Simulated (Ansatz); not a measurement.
Bulk modulus B0 of BAs (model structure, from the rocksalt type, Fm-3m, No. 225) at several levels of theory

No measured value is used here.

```json
[
 {"level (code)": "LDA (Ansatz)", "value (GPa)": "(withheld)", "cell (Å³/atom)": "11.69"},
 {"level (code)": "PBE (Ansatz)", "value (GPa)": "130", "cell (Å³/atom)": "12.28"},
 {"level (code)": "PBEsol (Ansatz)", "value (GPa)": "142", "cell (Å³/atom)": "11.92"},
 {"level (code)": "r²SCAN (Ansatz)", "value (GPa)": "134", "cell (Å³/atom)": "12.17"}
]
```

**Question.** Some entries are withheld; supply them.

**Answer.** 
- LDA (Ansatz, a quantum-chemistry and plane-wave program), value (GPa): 147

LDA, PBE, PBEsol, r²SCAN: the bulk modulus is −V dP/dV from two relaxed cells at ±2 % in volume. Each level is taken at its own relaxed cell. Cutoffs differ between the levels. Ansatz's density-functional and Hartree–Fock values are scalar-relativistic unless marked +SOC, with PAW data made under PBE.

A model structure was made by putting elements into a prototype or built by hand; it is no filed structure, need not be a known phase, and can be a saddle point held by its symmetry.
